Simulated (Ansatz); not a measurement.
Take Sn₂Pt (space group Fm-3m, No. 225) as the base.

```
CELL_PARAMETERS angstrom
      0.00000     3.22758     3.22758
      3.22758     0.00000     3.22758
      3.22758     3.22758     0.00000
ATOMIC_POSITIONS crystal
  Sn 0.75000 0.75000 0.75000
  Sn 0.25000 0.25000 0.25000
  Pt 0.00000 0.00000 0.00000
```

Cartesian axes are those of the cell as printed.

Calculations: PBEsol, PAW, 420 eV (Ansatz, a quantum-chemistry and plane-wave program; no spin-orbit coupling).

Free-standing slabs (3 atom(s) a layer) normal to [111] with 15 Å of vacuum; in-plane cell held at bulk.

One change was made to it. Results:

The shortest interatomic distance decreases by 0.035 Å to 2.760 Å; the band gap remains zero.

Q: Which of these changes matches the shifts?
A. 1 layer
B. 3 layers
C. 6 layers

A: A, 1 layer. For comparison, the shortest interatomic distance in the other runs: 3 layers gives 2.703 Å; 6 layers gives 2.706 Å.

No phonon test of stability was made. The final runs are not spin-polarised.
